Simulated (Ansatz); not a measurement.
Hypothetical P6_3/mmc HgI2 under a change: 2 layers

Base system: HgI2 in the 2H-MoS2 type structure (space group P6_3/mmc, No. 194; a = 4.1546 Å, c = 14.3925 Å; a hypothetical phase, not in the database extracts checked).

Perturbation: a free-standing slab of 2 layers (6 atoms, 3 a layer) is cut normal to the stacking axis, with 15 Å of vacuum and the in-plane cell relaxed.

Computed with r2SCAN+rVV10, PAW, 500 eV (Ansatz, a first-principles code; spin-orbit coupling left out). Settings: 9×9×1 k-points, 0.05 eV Fermi–Dirac smearing, for the changed cell.

```json
[
 {"quantity": "layer's space group (with vacuum)", "base": "–", "changed": "P-3m1 (No. 164)", "shift": "–"},
 {"quantity": "shortest interatomic distance", "base": "3.064 Å", "changed": "3.064 Å", "shift": "0.000 Å"},
 {"quantity": "band gap", "base": "0.66 eV", "changed": "0.99 eV", "shift": "+0.321 eV"},
 {"quantity": "gap character", "base": "–", "changed": "indirect, Γ → M", "shift": "–"},
 {"quantity": "smallest direct gap", "base": "0.75 eV", "changed": "1.18 eV", "shift": "+0.43 eV"},
 {"quantity": "valence-band top at Γ (three highest levels, from the VBM)", "base": "–", "changed": "0.00, 0.00, -0.07 eV", "shift": "–"},
 {"quantity": "excess energy per area of both faces (slab less bulk energy over the cell's area: twice a surface energy)", "base": "–", "changed": "0.23 J/m²", "shift": "–"},
 {"quantity": "thickness between the outermost nuclei", "base": "–", "changed": "11.01 Å", "shift": "–"},
 {"quantity": "in-plane lattice parameter a", "base": "4.155 Å", "changed": "4.155 Å", "shift": "0.000 Å"}
]
```

Cost of the whole job for the changed cell (relaxation, final SCF and bands): about 4 core-minutes (a rough figure).

The excess energy carries the mismatch between the slab's and the bulk's meshes. Spin-orbit coupling, missing from the scalar runs, can matter with Hg and I. No phonon test of stability was made. Labels are those of the standard path for the cell's own space group.
